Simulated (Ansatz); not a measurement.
**Carrier properties of ZnS under load (space group I-4m2)**

Here is the system:

```
CELL_PARAMETERS angstrom
      0.00000     2.73298     2.59527
      2.73298     0.00000     2.59527
      2.73298     2.73298     0.00000
ATOMIC_POSITIONS crystal
  Zn 0.00000 0.00000 0.00000
  S  0.25000 0.25000 0.25000
```

Calculation: r2SCAN with spin-orbit coupling, rigid bands (plane waves, PAW; Ansatz, a quantum-chemistry and plane-wave program). Condition of this run: uniaxial stress zz = 2 GPa (compression positive) (the target of the relaxation). Geometry: cell and atoms relaxed with r2SCAN, then loaded as said.

```
Property                                                                Value
--------------------------------------------  -------------------------------
band gap                                                              2.62 eV
electron conductivity mass (300 K, dilute)                            0.21 mₑ
hole conductivity mass (300 K, dilute)        0.77 (x), 0.77 (y), 0.50 (z) mₑ
effective density of states N_c (300 K)                           2.3e18 cm⁻³
effective density of states N_v (300 K)                           1.3e19 cm⁻³
density-of-states mass, electrons                                     0.21 mₑ
density-of-states mass, holes                                         0.63 mₑ
Seebeck coefficient, n-type 1e19 cm⁻³, 300 K                        -116 μV/K
Seebeck coefficient, p-type 1e19 cm⁻³, 300 K                         276 μV/K
```

Rigid bands; masses and Seebeck coefficients take one relaxation time τ for all states and one kind of carrier; polarons and phonon drag are left out.
